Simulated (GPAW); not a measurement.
## Equation of state of wurtzite SiC (space group 186): energy against volume (GPAW, PBE)

```xyz
4
Lattice="3.0252 0.0000 0.0000 -1.5126 2.6199 0.0000 0.0000 0.0000 4.9602" Properties=species:S:1:pos:R:3 pbc="T T T"
Si     0.0000     1.7466     0.0000
Si     1.5126     0.8733     2.4801
C      0.0000     1.7466     1.8601
C      1.5126     0.8733     4.3402
```

Computed with PBE, GPAW PAW datasets PBE (gpaw-data 1.0.1) (plane waves; GPAW 25.7.0). Settings: mode = pw; ecut = 1040 eV; xc = PBE; kpts = 12 12 7; mesh shift (steps) = 0 0 0; occupations.name = fermi-dirac; occupations.width = 0.01 eV; nbands = -8; convergence.forces = 0.001 eV/Å; convergence.bands = -6; symmetry.symmorphic = false; symmetry.tolerance = 0.0005; maxiter = 150. The cell above is the first row's. The rows scale it uniformly. In all rows fractional positions and the k mesh are held. E is the free energy at the stated smearing, counted from the lowest row.

| V (Å^3/atom) | E (meV/atom) |
|---|---|
| 9.829 | 38.43 |
| 10.042 | 18.48 |
| 10.256 | 5.91 |
| 10.470 | 0.00 |
| 10.683 | 0.12 |
| 10.897 | 5.69 |
| 11.111 | 16.19 |
| 11.324 | 31.14 |
| 11.538 | ? |

Fit E of the 8 rows that show it with the third-order Birch-Murnaghan form, a cubic in V^(-2/3). With u = V^(-2/3) - 0.208, the rows have u = 0.009935, 0.006842, 0.003843, 0.000947, -0.001840, -0.004548, -0.007169, -0.009695. Least squares gives E = -0.608 + 283.95·u + 366863·u² - 5776·u³. Residuals (row less fit): 0.012, -0.027, 0.009, 0.010, 0.008, 0.001, -0.023, 0.013; standard error 0.021 (degrees of freedom: 4). Its minimum lies at u = -0.000387, so V0 = (0.207613)^(-3/2) = 10.57. There d²E/du² = 733700 and d³E/du³ = -34660, so B0 = (4/9) × 10.57^(-7/3) × 733700 × 0.160218 = 213 GPa (the last factor turns the table's units into GPa), and B0' = 4 + (2/3) × 0.207613 × (-34660)/733700 = 4.0. The program's pressures in the fitted runs (not shown) pass through zero at V = 10.57, 0.05 % from this V0.

Problem. Predict the withheld E at V = 11.538 from the fit, and compare with the calculation.

Solution. u = -0.012155, so E = -0.608 + 283.95 × (-0.012155) + 366863 × (-0.012155)² - 5776 × (-0.012155)³ = 50.153 meV/atom. The calculation gives 50.12 meV/atom, 0.033 meV/atom below the prediction (0.1 % of the range of E in the table). The row lies outside the fitted rows, so this is an extrapolation. From the scatter of the fitted rows alone, a prediction at this place has a standard error of 0.052 meV/atom, so the miss is 0.6 times that.

Carrying the step between the two nearest rows on in a straight line would have given 46.16, off by 3.96; series whose last step already gives the withheld value aren't shown. The scan was laid around a cell of about the measured size, scaled by a guess for this functional; axis ratios and inner coordinates come from that cell. This is the 2H polytype. The runs keep the symmetry of the cell, so they don't test it for distortions. The shape of the cell and the inner coordinates aren't relaxed, so V0 and B0 belong to this uniform scaling; a relaxed crystal lies no higher in energy and is usually softer (forces reach 0.09 eV/Å in these rows). Cutoffs and mesh are single choices, not tested for convergence of this quantity. Series with a scatter that would blur these digits, or in which a gap closes, are not shown. Nor are scans whose minimum lies at an end fitted in this form.
